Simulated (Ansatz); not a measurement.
Ansatz (a first-principles code) run on CrB4 (Imm2, 5 atoms in the cell): self-consistent single point

Computed with PBEsol, default PAW files made with PBE (plane waves; Ansatz).

Input as run:

Ansatz 0.2 input:
```yaml
# CrB4
crystal:
  lattice:
    - [-1.420580, 2.359171, 2.721730]
    - [1.420580, -2.359171, 2.721730]
    - [1.420580, 2.359171, -2.721730]
  atoms:
    - { symbol: Cr, position: [0.009185, 0.009185, 0.000000] }
    - { symbol: B, position: [0.538000, 0.342130, 0.195870] }
    - { symbol: B, position: [0.462000, 0.657870, 0.804130] }
    - { symbol: B, position: [0.146260, 0.342130, 0.804130] }
    - { symbol: B, position: [0.853740, 0.657870, 0.195870] }
basis:
  ecutwfc: 420.0
kpoints:
  mp_grid: { grid: [10, 10, 10] }
hamiltonian:
  xc: pbesol
  pseudopotentials: { kind: paw }
scf:
  occupations: { method: gaussian, width: 0.1 }
output:
  forces: true
  eigenvalues: true
  stress: true
```

Output, abridged:

```
WARN ansatz: RAYON_NUM_THREADS=1 ignored (pool sized by the plan → 1); use --threads N
Pseudopotentials: kind: paw
Pseudopotential: Cr, paw, valence charge 14
Pseudopotential: B, paw, valence charge 3
Crystal: 5 atoms, lattice volume = 36.486 Å³
Basis set: ecut = 420 eV, 731 PW (Γ), exchange–correlation on 54×54×54 points (8 copies of the dense FFT grid, shifted against one another)
Bands: 18, of which v1, the nominal top of the filled ones, is band 13 counted from 1 (12 counted from 0)
Symmetry: 4 space group operations
Space group: Imm2 (ITA 44), of the structure as read, at distance tolerance 3.3e-5 Å
k-points: 171 of 1000 (time reversal used)
PAW frozen core: Cr, regenerated for the run's functional, and the local potential with it
PAW frozen core: B, regenerated for the run's functional, and the local potential with it
Initial density: superposition of atomic densities (neutral atoms: chi_scale 0, normalization atom), corrected by the library's trained network
Initial wavefunctions: pseudopotential atomic-orbital guess
Eigensolver: davidson
Functional: x = pbesol(κ = 0.804, μ = 0.12345679012345678), c = pbesol(β = 0.046)
SCF iter   1: F=—  HF=-3961.590830 eV  |F-HF|=—  |Δ(HF+E_count)|=         —  Δρ=1.63e-2  dr2=1.29e-1  ethr=1.77e-3  ⟨swp⟩=5.9  Hψ=14981  notcnv=0
all-band conjugate gradients solve this SCF's bands
preconditioner: auto → Kerker (q_TF=auto, 2.578 Å⁻¹)
SCF iter   2: F=—  HF=-3961.576709 eV  |F-HF|=—  |Δ(HF+E_count)|=   1.41e-2  Δρ=8.81e-3  dr2=4.15e-2  ethr=4.97e-4  ⟨swp⟩=1.0  Hψ=4446  notcnv=0
SCF iter   3: F=—  HF=-3961.569821 eV  |F-HF|=—  |Δ(HF+E_count)|=   6.89e-3  Δρ=1.12e-3  dr2=6.88e-4  ethr=1.60e-4  ⟨swp⟩=1.2  Hψ=3074  notcnv=0
SCF iter   4: F=—  HF=-3961.569778 eV  |F-HF|=—  |Δ(HF+E_count)|=   4.26e-5  Δρ=3.55e-4  dr2=4.73e-5  ethr=2.64e-6  ⟨swp⟩=2.2  Hψ=4117  notcnv=0
SCF iter   5: F=—  HF=-3961.569778 eV  |F-HF|=—  |Δ(HF+E_count)|=   7.64e-7  Δρ=1.08e-4  dr2=4.49e-6  ethr=1.82e-7  ⟨swp⟩=2.2  Hψ=3656  notcnv=0
SCF iter   6: F=—  HF=-3961.569778 eV  |F-HF|=—  |Δ(HF+E_count)|=   2.91e-8  Δρ=2.72e-5  dr2=4.07e-7  ethr=1.73e-8  ⟨swp⟩=2.6  Hψ=4633  notcnv=0
SCF iter   7: F=-3961.569777 eV  HF=-3961.569777 eV  |F-HF|=2.23e-8  |Δ(HF+E_count)|=   3.20e-8  Δρ=7.06e-6  dr2=3.59e-8  ethr=3.85e-10  ⟨swp⟩=7.8  Hψ=12979  notcnv=0
SCF 1 converged in 7 iterations: F = -3961.569777 eV  dr2 = 3.59e-8
SCF converged after 7 iterations
Free energy (F): -3961.569777 eV
Harris-Foulkes:  -3961.569777 eV  (|F-HF|=2.23e-8)
Internal energy: -3961.567457 eV  (E = F + TS)
E sigma→0 (E₀):  -3961.568617 eV
Entropy (-TS):   -0.002320 eV (-0.464 meV/atom)
Fermi energy:    13.947965 eV
--- Per-component energies (eV) ---
  E_band       = -138.091017
  E_kinetic    = 544.979384
  E_local      = -1784.883133  (includes V_loc(G=0)·N_el)
  E_nonlocal   = 125.637295
  E_hartree    = 780.860616
  E_xc         = -270.418905
  E_vxc        = -335.120158  (∫ρ·V_xc dr)
  E_paw        = -1469.474596  (= ΣΔE_a)
  E_vpaw       = -250.433172  (= ΣTr[D̂ρ^β])
  E_aug_tail   = 0.000342  (compensation charges beyond the density's cutoff)
  E_ewald      = -1888.487305
  E_core_change = 0.218843  (= ΣΔE_core)
  E_smearing   = -0.002320  (= −TS)
  E_closure    = 0.000000  (closes the sum)
  Σ components = -3961.569777   (vs F -3961.569777, Δ=0.00e0)
--- Forces (eV/Å), atoms counted from 1 ---
  atom   1  Cr     0.00000000    -0.00000000    -1.25545007
  atom   2  B      0.00000000     0.15000532     0.31438001
  atom   3  B     -0.00000000     0.11452869     0.31335921
  atom   4  B      0.00000000    -0.15000532     0.31438001
  atom   5  B     -0.00000000    -0.11452869     0.31335921
  max |Σ_I F_I| component: 2.84e-5 eV/Å
--- Stress (GPa, compression-positive) ---
       -2.199181       0.000000       0.000000
        0.000000      -1.228185      -0.000000
        0.000000      -0.000000       3.857372
  P = ⅓ Tr σ = 0.1433 GPa (1.433 kbar)
  The stress holds the Pulay correction. Without it, at fixed plane waves, as pw.x and ABINIT print it: P = -0.1340 GPa
--- Band table (eV; the first three rows and the last of 171) ---
  k-point 0: bands = ["-57.4169", "-28.9384", "-28.9273", "-28.9179", "-0.7399", "5.7516", "8.0188", "8.7711", "8.9468", "9.5156", "11.2086", "11.4657", "13.1440", "17.2496", "17.9549", "18.3898", "18.4367", "18.5930"]
  k-point 1: bands = ["-57.4150", "-28.9371", "-28.9362", "-28.9259", "-0.5279", "5.7130", "7.5854", "9.0256", "9.0911", "9.9258", "11.0384", "11.0911", "12.8946", "16.8296", "17.4301", "17.7266", "17.8960", "19.1833"]
  k-point 2: bands = ["-57.4103", "-28.9867", "-28.9312", "-28.9222", "0.0935", "5.6845", "6.9271", "9.2629", "9.8154", "10.1359", "10.2164", "10.5796", "12.5194", "15.8826", "16.5375", "17.2860", "17.6334", "19.5834"]
  k-point 170: bands = ["-57.4161", "-28.9476", "-28.9421", "-28.9216", "2.8808", "3.1415", "4.4591", "5.6563", "11.5871", "11.5992", "12.0506", "13.1783", "13.9801", "14.0690", "14.6606", "16.7347", "17.1586", "22.2948"]
```

The run converged in 7 iterations.

The starting cell comes from a database of computed structures (which also holds hypothetical and non-ambient phases and stackings), without a prior relaxation at this level. Its lattice was rescaled by up to half a per cent. One atom was moved a little off its site on purpose. Spin polarisation is off. Forces in this geometry exceed 1 eV/Å. Ansatz's pressure includes its estimate of the finite-basis (Pulay) stress.
